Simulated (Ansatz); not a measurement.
The reference is BaTiO₃ in the cubic perovskite structure (space group Pm-3m, No. 221).

```yaml
crystal:
  lattice:
    - [3.93456, 0.00000, 0.00000]
    - [0.00000, 3.93456, 0.00000]
    - [0.00000, 0.00000, 3.93456]
  atoms:
    - { symbol: Ba, position: [0.00000, 0.00000, 0.00000] }
    - { symbol: Ti, position: [0.50000, 0.50000, 0.50000] }
    - { symbol: O, position: [0.50000, 0.00000, 0.50000] }
    - { symbol: O, position: [0.00000, 0.50000, 0.50000] }
    - { symbol: O, position: [0.50000, 0.50000, 0.00000] }
```

Cartesian axes are those of the cell as printed.

Method: LDA (Ansatz, a program for electronic structure, PAW, no spin-orbit coupling).

Base values:

* **Band gap**: 1.83 eV

Now apply this change: biaxial strain −2.00 %, plane normal [111], relaxed out of plane (Cartesian); in-plane vectors clamped, the third vector and the atoms free.

Problem. Estimate the effect on the energy relative to the base, out-of-plane strain, band gap and valence-band top at Γ.

Solution. The energy goes up by 13 meV/atom; the out-of-plane strain amounts to +1.22 %; the band gap shrinks by 0.07 eV to 1.76 eV; the valence-band top at Γ (three highest levels, from the VBM) is 0.00, 0.00, -0.22 eV.

No phonon test of stability was made. The final runs are not spin-polarised. Many cubic perovskites are stable only at high temperature; tilts and polar distortions were not tested. This is not the structure that BaTiO3 has at room temperature and ambient pressure.
